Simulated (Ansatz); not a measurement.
Functionals compared on O on the 1x1 (0001) surface of hcp Ti, one in a 2x2 cell, started at the site 'bridge Ti-Ti (span 2.9 Å)', in Ansatz (plane waves, PAW). The structure was relaxed with PBE; the other rows are single points on it, each with its references at the same level. Cutoff 420 eV (500 eV for r2SCAN).

Model: 17-atom slab, 6.8 Å thick at the start under the adsorbate (thin: gaps and levels are the slab's own), 6x6x1 mesh, Fermi-Dirac 0.1 eV, dipole correction, 8 atoms held, the rest relaxed; held to the start's symmetry, so lower structures may exist; no spin, no spin-orbit, no U, no dispersion correction. At the end it is bonded to 3 Ti. In PBE it is, or lies within 0.03 eV of, the lowest of the starts that converged. These notes are the PBE run's. Adsorption energies are against ½ O2(g). A negative adsorption energy means that the adsorbate is more stable on the surface than in its reference.

```tsv
functional	adsorption energy (eV)	work function of the top face (eV)	change of the work function (eV)	rough cost of the single point
PBE	-5.87	4.22	-0.17	–
RPBE	-5.61	4.09	-0.20	around 2.0 core-minutes (rough)
r2SCAN	-6.37	4.29	-0.23	roughly 3 core-minutes
```

Ansatz is a first-principles code.
